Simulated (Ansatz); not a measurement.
Consider InSe in the beta-GaS type structure (space group P6_3/mmc, No. 194; a = 3.953 Å, c = 16.309 Å; layered, stacked along the Cartesian z axis). Axes: x lies along a and z along c of the hexagonal cell.

Modification: strain tensor (xx, yy, zz, yz, xz, xy) = (−0.20, −0.19, −0.58, +1.60, −0.97, −0.48) %; the atoms relax in the strained cell.

Levels (all Ansatz, a first-principles code, PAW): PBEsol-D3(BJ) (420 eV, without spin-orbit coupling); HSE06 (420 eV, spin-orbit coupling left out).

The geometry is relaxed with PBEsol-D3(BJ).

| Property | Value |
|---|---|
| PBEsol-D3(BJ) band gap | 0.42 eV |

Q: How does going to HSE06 change the band gap?

A: The band gap goes up by 0.85 eV, from 0.42 eV to 1.27 eV.

Single points use the geometry relaxed with PBEsol-D3(BJ). Stability against distortions was not tested.
